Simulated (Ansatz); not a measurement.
Au₅Sn (R32, No. 155, 6 atoms in the cell; start mp-30418) was calculated with LDA in Ansatz (plane waves, PAW).

Run with plane-wave cutoff 520 eV, 14×14×14 k mesh, Fermi–Dirac smearing 0.05 eV, scalar-relativistic PAW data made under PBE.

Cell (relaxed at this level):

```cif
data_Au5Sn
_chemical_formula_sum 'Sn1 Au5'
_space_group_name_H-M_alt 'P 1'
_space_group_IT_number 1
_cell_length_a 5.58251
_cell_length_b 5.58251
_cell_length_c 5.58251
_cell_angle_alpha 53.546
_cell_angle_beta 53.546
_cell_angle_gamma 53.546
loop_
_space_group_symop_operation_xyz
  'x, y, z'
loop_
_atom_site_label
_atom_site_type_symbol
_atom_site_fract_x
_atom_site_fract_y
_atom_site_fract_z
_atom_site_occupancy
Sn1 Sn 0.00000 0.00000 0.00000 1
Au1 Au 0.67045 0.67045 0.67045 1
Au2 Au 0.32955 0.32955 0.32955 1
Au3 Au 0.50000 0.17239 0.82761 1
Au4 Au 0.82761 0.50000 0.17239 1
Au5 Au 0.17239 0.82761 0.50000 1
```

### Question
Predict the bulk modulus B0.

### Answer

- bulk modulus B0 = 162 GPa

The run finds no gap.

Note: the bulk modulus is −V dP/dV from two relaxed cells at ±2 % in volume; the relaxation could not lower the start's symmetry, so the cell can be a saddle point above a distorted one.

Spin–orbit coupling is not included; it can shift volumes and moduli of such heavy elements.

Static lattice: no zero-point or thermal effects.

A start named mp-… is a Materials Project structure, which need not be a measured phase.

Ansatz is a first-principles code.
